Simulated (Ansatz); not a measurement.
```
ZnS
1.0
    0.00000     2.72172     2.72172
    2.72172     0.00000     2.72172
    2.72172     2.72172     0.00000
S Zn
1 1
Direct
  0.75000   0.75000   0.75000
  0.00000   0.00000   0.00000
```

No spin polarisation.

Hole doping at 1.5×10^21 cm⁻³ (0.0605 per cell), with a uniform compensating background at fixed cell and a 300 K Fermi–Dirac width.

All numbers come from plane-wave PAW DFT at the PBE level (Ansatz, a quantum-chemistry and plane-wave program, 420 eV), no spin-orbit coupling. Γ-centred 24×24×24 mesh, Fermi–Dirac width 0.0259 eV.

**Question.** Predict the Fermi level from band edge and gap between the host's bands.

**Answer.** Fermi level relative to the doped band's edge (positive inside the band; to 0.05 eV): +0.20 eV
Gap between the host's bands: 2.06 eV

Charged cell with a jellium background: band edges are those of the host's band count, energies are not comparable with the neutral cell, and many-body gap narrowing is missing. Stability against distortions was not tested. The cell was made from ZnS in the zinc blende structure (space group F-43m, No. 216) by this change: holes 1.5×10^21 cm⁻³.
